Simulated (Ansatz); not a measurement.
Cost and result by functional for the surface energy of the (110) surface of bcc Ta in its 1x1 cell, outermost plane spacing 2.35 Å in the ideal cut, in Ansatz (plane waves, PAW). Single points on the PBE structure, on one kind of machine; costs are rough ratios of the slab run's core time (references not counted) to the cheapest single point. r2SCAN's cost holds its higher cutoff (500 against 420 eV). Differences are taken against r2SCAN for comparison alone: no measured value is at hand, so the table doesn't rank accuracy.

Model: 6-atom slab, 11.7 Å thick at the start, 14x14x1 mesh, Fermi-Dirac 0.1 eV, dipole correction, all atoms relaxed; held to the start's symmetry, so lower structures may exist; no spin, no spin-orbit, no U. These notes are the PBE run's.

| functional | relative cost | surface energy (J/m²) | less r2SCAN (J/m²) |
|---|---|---|---|
| RPBE | 1 | 2.24 | -0.35 |
| PBEsol | 1 | 2.61 | 0.02 |
| LDA | 1 | 2.67 | 0.08 |
| r2SCAN | 2 | 2.59 | 0.00 |
| PBE (the relaxed run's value) | – | 2.38 | -0.21 |

The values span 0.43 J/m², while the single points' costs differ by a factor of roughly 2. Differences are of unrounded values.

Ansatz is a program for electronic structure.
